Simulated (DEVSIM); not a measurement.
Device: abrupt Si n-p junction, at 300 K.

Layer 1 from the left is Si, thickness (μm) 0.420, Nd (cm⁻³) 2e16, τn (s) 0.0008, τp (s) 0.0008. Layer 2 from the left is Si, thickness (μm) 14.0, Na (cm⁻³) 1.6e16, τn (s) 0.0008, τp (s) 0.0008.

Left contact: ohmic. Right contact: ohmic. Voltage is applied to the left contact. Recombination: SRH at mid-gap. Mobility is μmin + (μ − μmin)/(1 + (N/Nref)^α).

The device is made up for the run: typed textbook-type constants, with dimensions and the other settings drawn at random. Values at 300 K.

Si: gap (eV) 1.124, affinity (eV) 4.05, permittivity 11.7, Nc (cm⁻³) 2.86e19, Nv (cm⁻³) 3.1e19, μn (cm²/Vs) 1417, μp (cm²/Vs) 470, μn,min 52, μp,min 45, Nref,n 9.7e16, Nref,p 2.2e17, αn 0.68, αp 0.72.

Model (solved in DEVSIM): 1D drift-diffusion, Boltzmann statistics, complete ionisation; no tunnelling, impact ionisation, image-force lowering or self-heating.

What does the simulation give for the dark forward voltage at 100 A/cm², the potential step across the device at zero bias, the dark forward voltage at 1 A/cm², the largest field in the device at zero bias?

dark forward voltage at 100 A/cm² 0.778 V; potential step across the device at zero bias 0.740 V; dark forward voltage at 1 A/cm² 0.569 V; largest field in the device at zero bias 44000 V/cm.
